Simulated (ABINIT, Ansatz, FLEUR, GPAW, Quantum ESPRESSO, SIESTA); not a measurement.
**Bi (R-3m, 2 atoms in the cell) computed with different codes at matched settings**

Self-consistent single point.

```xyz
2
Lattice="4.2271 -2.3084 0.0000 4.2271 2.3084 0.0000 2.9664 0.0000 3.7944" Properties=species:S:1:pos:R:3 pbc="T T T"
Bi     2.6724     0.0000     0.8879
Bi     8.7481     0.0000     2.9065
```

Shared settings, as Ansatz (a program for electronic structure) writes them: kpoints.mp_grid.grid = 2 2 2; scf.occupations.method = gaussian; scf.occupations.width = 0.02 Ry. Potentials and cutoffs stand in the table.

| code | model | pressure (GPa) | largest force (eV/Å) | cutoff |
|---|---|---|---|---|
| SIESTA | GGA PBE, numerical atomic orbitals DZP, PseudoDojo PBE standard norm-conserving potentials (rewritten from UPF to PSML) | 5.16 | 2.309 | grid 350 Ry |
| ABINIT | PBE, PAW (JTH v2.0 PBE PAW) | 4.53 | 2.456 | 40 Ry |
| Ansatz | PBE, default PAW files | 4.85 | 2.461 | 30.9 Ry |
| Quantum ESPRESSO | PBE, GBRV 1.5 ultrasoft (PBE) pseudopotentials | 4.24 | 2.461 | 40 Ry |
| FLEUR | PBE, all-electron FLAPW (FLEUR), scalar-relativistic valence | – | 2.453 | Kmax 3.8 1/bohr |
| GPAW | PBE, GPAW PAW datasets PBE (gpaw-data 1.0.1) | 4.77 | 2.504 | 600 eV |

A dash marks a value that a program does not give, or that is left out as unsure.

On Ansatz's run: spin-orbit coupling is off.

The spread over the programs that give each value: pressure within 0.92 GPa; largest force within 0.195 eV/Å.

SIESTA uses small atom-centred bases, whose incompleteness enters pressures, forces and empty levels differently from a plane-wave cutoff. FLEUR treats all electrons, but the usual bases taken here (sphere radii, linearisation, local orbitals, empty states) were not tested for convergence, so the values are no reference for the others. Ansatz's pressure is given at a fixed set of plane waves, as the other plane-wave codes print theirs. In the force vectors, SIESTA (by 0.152) lies more than 0.08 eV/Å from the median of the plane-wave programs.

On the base mesh (9 9 9) the same programs gave: Ansatz pressure -0.38 GPa; Quantum ESPRESSO pressure -0.99 GPa; ABINIT pressure -0.69 GPa; GPAW pressure -0.43 GPa; SIESTA pressure -0.05 GPa.

The values differ from the base mesh's, so the mesh still matters here: the table compares the programs at equal settings.

The starting cell has typed, rounded lattice constants, without a prior relaxation at this level. Its lattice was rescaled by a random factor within 2.5 % of one.

Left out of this page: CP2K (on another mesh); Elk (not drawn, or without a comparable value).

Keys are those of Ansatz 0.2.
